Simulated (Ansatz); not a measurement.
For Ag (model structure, started from the diamond type, Fd-3m, No. 227, 2 atoms in the cell), PBEsol (Ansatz, a first-principles code, plane waves, PAW) gives:

| Item | Result |
|---|---|
| equilibrium lattice constant a | 6.038 Å |
| bulk modulus | 41.9 GPa |
| cohesive energy | 2.10 eV/atom |

**Question.** What does r²SCAN (Ansatz, PAW) give for the same quantities?

**Answer.** 
- lattice constant a: 6.096 Å (rises by 1.0 %)
- bulk modulus: 39.0 GPa (falls by 6.9 %)
- cohesive energy: 2.00 eV/atom (falls by 0.10 eV/atom)

Changes are worked out from the printed values.

Unless a cell is named, each level is at its own relaxed cell (PBEsol 27.51, r²SCAN 28.32 Å³/atom).

Caveats: the bulk modulus is −V dP/dV from two relaxed cells at ±2 % in volume (PBEsol, r²SCAN). Ansatz's density-functional and Hartree–Fock values are scalar-relativistic unless marked +SOC, with PAW data made under PBE.

A model structure was made by putting elements into a prototype or built by hand; it is no filed structure, need not be a known phase, and can be a saddle point held by its symmetry.
